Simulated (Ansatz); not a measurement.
# TaAs, pressure series

The parent structure is TaAs (space group I4_1md, No. 109).

```cif
data_As4Ta4
_chemical_formula_sum 'Ta4 As4'
_space_group_name_H-M_alt 'I41md'
_space_group_IT_number 109
_space_group_name_Hall 'I 4bw -2'
_cell_length_a 3.44190
_cell_length_b 3.44190
_cell_length_c 11.71227
_cell_angle_alpha 90.000
_cell_angle_beta 90.000
_cell_angle_gamma 90.000
loop_
_atom_site_label
_atom_site_type_symbol
_atom_site_symmetry_multiplicity
_atom_site_Wyckoff_symbol
_atom_site_fract_x
_atom_site_fract_y
_atom_site_fract_z
_atom_site_occupancy
Ta1 Ta 4 a 0.00000 0.00000 0.74928 1
As1 As 4 a 0.00000 0.00000 0.16672 1
```
(The calculation used a cell of 4 atoms; values per cell refer to that cell.)

Cell and atoms are relaxed at each pressure.

Level of theory: Kohn–Sham DFT with the r2SCAN functional, run in Ansatz (a quantum-chemistry and plane-wave program) with PAW and 500 eV plane waves, scalar-relativistic without spin-orbit coupling.

| pressure (GPa) | volume per atom (Å³/atom) |
|---|---|
| 0 | 17.344 |
| 0.9 | 17.261 |
| 2.1 | 17.154 |
| 4.5 | ? |
| 9 | 16.596 |
| 15 | 16.177 |
| 22.5 | 15.719 |

**Question.** Fit the third-order Birch–Murnaghan form P(V) = (3B₀/2)[(V₀/V)^(7/3) − (V₀/V)^(5/3)]·[1 + (3/4)(B₀′ − 4)((V₀/V)^(2/3) − 1)] (squares taken in P) to the rows shown and predict the withheld row.

**Answer.** Least squares on the printed values gives V₀ = 17.344 Å³/atom, B₀ = 186 GPa, B₀′ = 4.2; this predicts 16.949 Å³/atom, and the run gives 16.949 Å³/atom, in agreement.

Load acts through the strain it causes; cell and atoms are relaxed under it. Whether these cells are dynamically stable was not tested. Competing high-pressure phases were not computed. The final runs are not spin-polarised.
